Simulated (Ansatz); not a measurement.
**SnTe under a change: biaxial strain −0.90 %, plane normal [001], relaxed out of plane**

The parent structure is SnTe in the rock salt structure (space group Fm-3m, No. 225; a = 6.371 Å). Axes: x, y, z lie along the cube axes.

The change: biaxial strain −0.90 %, plane normal [001], relaxed out of plane (Cartesian); in-plane vectors clamped, the third vector and the atoms free.

All numbers come from r2SCAN (Ansatz, an electronic-structure program, PAW, no spin-orbit coupling), earlier PAW set. Settings: 13×13×13 k-points, 0.05 eV Fermi–Dirac smearing.

```csv
quantity,base,changed,shift
space group,Fm-3m (No. 225),I4/mmm (No. 139),–
shortest interatomic distance,3.186 Å,3.157 Å,-0.029 Å
energy relative to the base (free energy F),0 meV/atom,+2.2 meV/atom,+2.2 meV/atom
"pressure (mean of the normal stresses, compression positive)",0.00 GPa,0.82 GPa,+0.82 GPa
band gap,0.13 eV,0.07 eV,-0.066 eV
gap character,–,direct at N,–
out-of-plane strain,–,+0.04 %,–
ratio −ε⊥/ε∥,–,0.05,–
mean in-plane stress (compression positive),–,+1.2 GPa,–
```

Final structure (turned so that z lies along the plane normal):

```yaml
crystal:
  lattice:
    - [4.46456, 0.00000, 0.00000]
    - [0.00000, 4.46456, 0.00000]
    - [2.23228, -2.23228, 3.18695]
  atoms:
    - { symbol: Te, position: [0.00000, 0.00000, 0.00000] }
    - { symbol: Sn, position: [0.50000, 0.50000, 0.00000] }
```

Cost of the whole job for the changed cell (relaxation, final SCF and bands): very roughly 100 core-seconds.

Spin-orbit coupling, missing from the scalar runs, can matter with Te. Whether these cells are dynamically stable was not tested. The zero or small gap of SnTe can change with the level of theory. Labels are those of the standard path for the cell's own space group.
